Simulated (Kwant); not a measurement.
## GaAs/Al0.3Ga0.7As stack with 1 barrier

Device: GaAs/Al0.3Ga0.7As stack with 1 barrier. One parabolic valley. Leads of mass 0.067 mₑ with the band edge at 0; grid 0.1 nm; bias swept from 0.0096 to 0.44756 V, dropping linearly over the stack. Emitter Fermi level 0.032 eV, 4 K, equal in the collector.

```json
[
 {"layer": "1", "thickness (nm)": "1.4", "band offset (eV)": "0.24", "mass (mₑ)": "0.092"}
]
```

Constants are typed, rounded textbook-type inputs, not results; the design itself was drawn at random and stands for no fabricated device.

Model: one-band effective-mass tight-binding model in one dimension, coherent, no space charge, current by the Tsu-Esaki formula (Kwant).

```tsv
bias (V)	J (A/cm²)
0.009600	52400
0.02582	104000
0.04204	118000
0.05826	127000
0.07448	134000
0.09070	139000
0.1069	143000
0.1231	146000
0.1394	149000
0.1556	152000
0.1718	154000
0.1880	155000
0.2042	157000
0.2205	158000
0.2367	160000
0.2529	161000
0.2691	162000
0.2853	163000
0.3016	164000
0.3178	165000
0.3340	166000
0.3502	167000
0.3665	168000
0.3827	169000
0.3989	169000
0.4151	170000
0.4313	171000
0.4476	172000
```
